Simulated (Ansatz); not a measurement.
## A computed series for WC: response to strain

Base system: WC (space group P-6m2, No. 187; a = 2.899 Å, c = 2.827 Å; relaxed with 0.1 eV smearing). Axes: x lies along a and z along c of the hexagonal cell.

Strains are applied to the cell and any free atomic positions relax.

Method: PBEsol/PAW in Ansatz (an electronic-structure program), no SOC.

Candidates:
(a) uniaxial strain ε_zz = −3.00 %
(b) uniaxial strain ε_zz = +2.50 %
(c) uniaxial strain ε_zz = −0.50 %

Notes on the quantities. energy relative to the base: free energy F.

Task: Order them by energy relative to the base, lowest first.

Result: (c) uniaxial strain ε_zz = −0.50 % (+0.8 meV/atom), (b) uniaxial strain ε_zz = +2.50 % (+19 meV/atom), (a) uniaxial strain ε_zz = −3.00 % (+30 meV/atom)

Stability against distortions was not tested. All final runs are without spin polarisation.
